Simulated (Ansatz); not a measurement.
Base system: ZnCu2SnS4 (space group I-4, No. 82; a = 5.414 Å, c = 10.823 Å).

Computed with DFT with r2SCAN, PAW potentials and a 500 eV plane-wave cutoff in Ansatz (a quantum-chemistry and plane-wave program), no SOC, earlier PAW set.

For the base:

The valley order comes out as Γ 0.47 eV; X (0, 0, 1/2) 0.85 eV.

It is then changed as follows: the cell is scaled by 0.9450 in all directions, atoms relaxed at fixed cell.

Question: What happens to the valley order and energy relative to the base?

Answer: The valley order (the lowest conduction-band minima on the path, energy above the VBM, named in the base's zone) goes from Γ 0.47 eV; X (0, 0, 1/2) 0.85 eV to Γ 1.01 eV; X (0, 0, 1/2) 1.22 eV; M (1/2, 1/2, 1/2) 1.68 eV; the energy goes up by 160 meV/atom.

The levels and masses belong to the bands next to the band gap. The cells carry an imposed strain or load. Whether these cells are dynamically stable was not tested. All final runs are without spin polarisation.
